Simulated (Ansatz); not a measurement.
System: Ta₂O₅ (Pbam, No. 55, 14 atoms in the cell; start mp-1104837). Method: LDA in Ansatz (PAW).

Numerical settings: plane-wave cutoff 520 eV, 6×10×6 k mesh (along the axes of the cell as run), Fermi–Dirac smearing 0.01 eV, scalar-relativistic PAW data made under PBE.

Cell (relaxed at this level):

```cif
data_O10Ta4
_chemical_formula_sum 'Ta4 O10'
_space_group_name_H-M_alt 'Pbam'
_space_group_IT_number 55
_space_group_name_Hall '-P 2 2ab'
_cell_length_a 6.14867
_cell_length_b 7.26153
_cell_length_c 3.75793
_cell_angle_alpha 90.000
_cell_angle_beta 90.000
_cell_angle_gamma 90.000
loop_
_space_group_symop_operation_xyz
  'x, y, z'
  '-x, -y, -z'
  '-x, -y, z'
  'x, y, -z'
  'x+1/2, -y+1/2, -z'
  '-x+1/2, y+1/2, z'
  '-x+1/2, y+1/2, -z'
  'x+1/2, -y+1/2, z'
loop_
_atom_site_label
_atom_site_type_symbol
_atom_site_symmetry_multiplicity
_atom_site_Wyckoff_symbol
_atom_site_fract_x
_atom_site_fract_y
_atom_site_fract_z
_atom_site_occupancy
Ta1 Ta 4 g 0.22359 0.37884 0.00000 1
O1 O 4 h 0.19615 0.33840 0.50000 1
O2 O 2 a 0.00000 0.00000 0.00000 1
O3 O 4 g 0.38952 0.13906 0.00000 1
```

Problem. What does this level give for the band gap and direct gap at Γ?

Solution. 
- band gap: 2.13 eV (on the SCF k mesh)
- direct gap at Γ: 3.31 eV

Note: the relaxation could not lower the start's symmetry, so the cell can be a saddle point above a distorted one.

Spin–orbit coupling is not included.

Static lattice: no zero-point or thermal effects.

A start named mp-… is a Materials Project structure, which need not be a measured phase.

Ansatz is an electronic-structure program.
